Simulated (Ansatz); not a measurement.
# LiNbO3, response to strain

Base system: LiNbO$_{3}$ (space group R3c, No. 161).

```
LiNbO3
1.0
    2.56874     1.48306     4.62825
   -2.56874     1.48306     4.62825
    0.00000    -2.96613     4.62825
Li Nb O
2 2 6
Direct
  0.70218   0.70218   0.70218
  0.20218   0.20218   0.20218
  0.98418   0.98418   0.98418
  0.48418   0.48418   0.48418
  0.62231   0.87636   0.26469
  0.87636   0.26469   0.62231
  0.26469   0.62231   0.87636
  0.76469   0.37636   0.12231
  0.37636   0.12231   0.76469
  0.12231   0.76469   0.37636
```

Strains are applied to the cell and any free atomic positions relax.

Method: DFT with r2SCAN, PAW potentials and a 500 eV plane-wave cutoff in Ansatz (a first-principles code), scalar-relativistic without spin-orbit coupling.

Notes on the quantities. band gap: an upper bound: an edge found on the path is not a true extremum; the base alone; energy relative to the base: free energy F.

```json
[
 {"change": "base", "largest internal atomic displacement": "–", "shortest interatomic distance": "1.879 Å", "band gap": "4.00 eV", "energy relative to the base": "0 meV/atom"},
 {"change": "isotropic strain −3.45 %", "largest internal atomic displacement": "0.095 Å", "shortest interatomic distance": "1.867 Å", "band gap": "4.12 eV", "energy relative to the base": "+47 meV/atom"},
 {"change": "isotropic strain −3.37 %", "largest internal atomic displacement": "0.093 Å", "shortest interatomic distance": "1.867 Å", "band gap": "4.12 eV", "energy relative to the base": "+45 meV/atom"},
 {"change": "isotropic strain +3.08 %", "largest internal atomic displacement": "…", "shortest interatomic distance": "1.877 Å", "band gap": "3.95 eV", "energy relative to the base": "…"}
]
```

Question: What belongs in the blanks?

Answer: 
- isotropic strain +3.08 %, largest internal atomic displacement: 0.102 Å
- isotropic strain +3.08 %, energy relative to the base: +28 meV/atom

No phonon test of stability was made.
